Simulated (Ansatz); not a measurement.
The reference is ZnO (space group Pm-3n, No. 223; a hypothetical phase, not in the database extracts checked).

```yaml
crystal:
  lattice:
    - [5.65658, 0.00000, 0.00000]
    - [0.00000, 5.65658, 0.00000]
    - [0.00000, 0.00000, 5.65658]
  atoms:
    - { symbol: Zn, position: [0.25000, 0.00000, 0.50000] }
    - { symbol: Zn, position: [0.50000, 0.25000, 0.00000] }
    - { symbol: Zn, position: [0.50000, 0.75000, 0.00000] }
    - { symbol: Zn, position: [0.75000, 0.00000, 0.50000] }
    - { symbol: Zn, position: [0.00000, 0.50000, 0.75000] }
    - { symbol: Zn, position: [0.00000, 0.50000, 0.25000] }
    - { symbol: O, position: [0.25000, 0.50000, 0.00000] }
    - { symbol: O, position: [0.00000, 0.25000, 0.50000] }
    - { symbol: O, position: [0.00000, 0.75000, 0.50000] }
    - { symbol: O, position: [0.75000, 0.50000, 0.00000] }
    - { symbol: O, position: [0.50000, 0.00000, 0.75000] }
    - { symbol: O, position: [0.50000, 0.00000, 0.25000] }
```

Cartesian axes are those of the cell as printed.

Computed with PBE, PAW, 420 eV (Ansatz, a program for electronic structure; no spin-orbit coupling).

One thing is altered: uniaxial strain ε_xx = +2.35 %, all other strain components held at zero; the atoms relax in the strained cell.

Question: Predict the stress tensor and what it implies for the stiffness.

Answer: Stress of the strained cell less that of the base (GPa, compression positive):
```
  -3.76    0.00    0.00
   0.00   -1.59    0.00
   0.00    0.00   -1.59
```

Then −Δσ_ii/ε with ε = 0.0235 gives secant stiffness values (nonlinear terms included at this strain): C11 ≈ 160 GPa, C12 ≈ 68 GPa and C13 ≈ 68 GPa.

As a check, the harmonic strain energy −½ V₀ Δσ:ε is 4.2 meV/atom; the computed energy rise is 4.2 meV/atom.

Whether these cells are dynamically stable was not tested.
